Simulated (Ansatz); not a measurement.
Base system: MoTe2 in the 2H-MoS2 type structure (space group P6_3/mmc, No. 194; layered, stacked along the Cartesian z axis).

```yaml
crystal:
  lattice:
    - [3.49670, 0.00000, 0.00000]
    - [-1.74835, 3.02823, 0.00000]
    - [0.00000, 0.00000, 13.69730]
  atoms:
    - { symbol: Mo, position: [0.33333, 0.66667, 0.75000] }
    - { symbol: Mo, position: [0.66667, 0.33333, 0.25000] }
    - { symbol: Te, position: [0.33333, 0.66667, 0.11734] }
    - { symbol: Te, position: [0.66667, 0.33333, 0.61734] }
    - { symbol: Te, position: [0.66667, 0.33333, 0.88266] }
    - { symbol: Te, position: [0.33333, 0.66667, 0.38266] }
```

Levels (all Ansatz, an electronic-structure program, PAW, earlier PAW set): PBE-D3(BJ) (420 eV, spin-orbit coupling left out); r2SCAN (500 eV, scalar-relativistic without spin-orbit coupling); HSE06 (420 eV, spin-orbit coupling left out); PBE+SOC (420 eV, spin-orbit coupling included).

One geometry, relaxed with PBE-D3(BJ), under each level:

The valence-band top lists the three highest levels at Γ (Kramers pairs under SOC), from the VBM.

| level | band gap | lowest conduction level above the VBM at special points | valence-band top at Γ |
|---|---|---|---|
| PBE-D3(BJ) | 0.60 eV | K 0.95 eV; H 1.01 eV; M 1.27 eV; L 1.30 eV | 0.00, -0.18, -1.00 eV |
| r2SCAN | 0.71 eV | K 1.07 eV; H 1.09 eV; M 1.35 eV; L 1.38 eV | – |
| HSE06 | 0.98 eV | K 1.36 eV; H 1.43 eV; M 1.73 eV; Γ 3.44 eV | – |
| PBE+SOC | 0.59 eV | K 0.90 eV; H 0.96 eV; M 1.24 eV; L 1.26 eV | 0.00, -0.24, -0.91 eV |

Single points use the geometry relaxed with PBE-D3(BJ). The hybrid gap comes from the SCF mesh plus the semilocal run's edge points and a few special points and is an upper bound. Differences between runs with and without spin-orbit coupling are approximate. With Te present, leaving out spin-orbit coupling can change the band edges. Whether these cells are dynamically stable was not tested. The program warned that a D3 coordination switch lies within reach, so dispersion energies are less smooth here.
